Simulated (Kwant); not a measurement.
Model system: wire with a row of barriers in a Si two-dimensional gas. Effective mass 0.19 mₑ, grid spacing 3 nm, hard walls, nominal width 72 nm (23 grid rows, so walls 72 nm apart), one parabolic valley, scattering region 300 nm long along x; energies count from the band bottom; Fermi energy swept from 0.0004398 to 0.0052226 eV. 3 barrier(s) across the wire, height 0.004 eV, thickness 9 nm (about 3 grid columns), spaced by 24 nm.

Constants are typed, rounded textbook-type inputs, not results; the design itself was drawn at random and stands for no fabricated device.

Computed with Kwant: effective-mass tight-binding model on a square grid, one spin, coherent transport at 0 K. Conductance is in e²/h.

### Question
How many channels do the leads carry at E = 2.46, 5.19 meV?

### Answer
The hard-wall thresholds are n² ħ²π²/(2mW²) = n² × 0.382 meV with W = 72 nm. √(2.46/0.382) = 2.54, so 2. √(5.19/0.382) = 3.69, so 3.
